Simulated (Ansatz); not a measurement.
Cells marked so need not be the phases stable at ambient conditions, and some may be hypothetical.

No gap correction and no spin-orbit coupling; mid-gap values are interpolated between computed energies.

A. NbBr3O (P-42_1m, not sure to be the ambient phase, 20 atoms a cell, 26.3 Å³ an atom), along the normal of (100)
B. Ca(ZnAs)2 (P-3m1, not sure to be the ambient phase, 5 atoms a cell, 20.9 Å³ an atom, -2 GPa at this level), along the normal of (111)
C. Y6WO12 (R-3, not sure to be the ambient phase, 19 atoms a cell, 13.5 Å³ an atom, -3 GPa at this level), along the normal of (101)
D. MoSe2 (R3m, not sure to be the ambient phase, 3 atoms a cell, 19.7 Å³ an atom), along the normal of (110)
E. KSbF$_{6}$ (P4_2/mcm, not sure to be the ambient phase, 16 atoms a cell, 16.3 Å³ an atom, 2 GPa at this level), along the normal of (110)

**Question.** Rank these by mid-gap decay constant of the slowest evanescent state (lowest first), as PBEsol run with Ansatz (a quantum-chemistry and plane-wave program) gives it.

**Answer.** B (0.05 1/Å), D (0.19 1/Å), A (0.33 1/Å), C (0.36 1/Å), E (0.54 1/Å)
